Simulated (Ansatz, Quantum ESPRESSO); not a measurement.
## Au (Fm-3m, 1 atom in the cell) computed with different codes at matched settings

Self-consistent single point.

```yaml
crystal:
  lattice:
    - [0.00000, 2.09211, 2.09211]
    - [2.09211, 0.00000, 2.09211]
    - [2.09211, 2.09211, 0.00000]
  atoms:
    - { symbol: Au, position: [0.00000, 0.00000, 0.00000] }
```

Shared settings, as Ansatz (a quantum-chemistry and plane-wave program) writes them: kpoints.mp_grid.grid = 18 18 18; magnetization.spin_orbit = true; scf.occupations.method = fermi_dirac; scf.occupations.width = 0.1 eV. Potentials and cutoffs stand in the table.

| code | model | pressure (GPa) | cutoff |
|---|---|---|---|
| Ansatz | PBE with spin-orbit coupling, PAW files | -4.11 | 420 eV |
| Quantum ESPRESSO | PBE, spin-orbit coupling, PseudoDojo fully relativistic norm-conserving (PBE) pseudopotentials | -3.81 | 80 Ry |

The spread over the programs that give each value: pressure within 0.30 GPa.

Ansatz's pressure is given at a fixed set of plane waves, as the other plane-wave codes print theirs; with its correction for the finite basis it is -3.82 GPa (the shift of 0.29 GPa shows how far the cutoff is from converged).

The starting cell comes from a database of computed structures (which also holds hypothetical and non-ambient phases and stackings), without a prior relaxation at this level. Its lattice was rescaled by a random factor within 2.5 % of one.

Left out of this page: ABINIT (failed or unconverged); Elk, FLEUR and SIESTA (not drawn, or without a comparable value).

Keys are those of Ansatz 0.2.
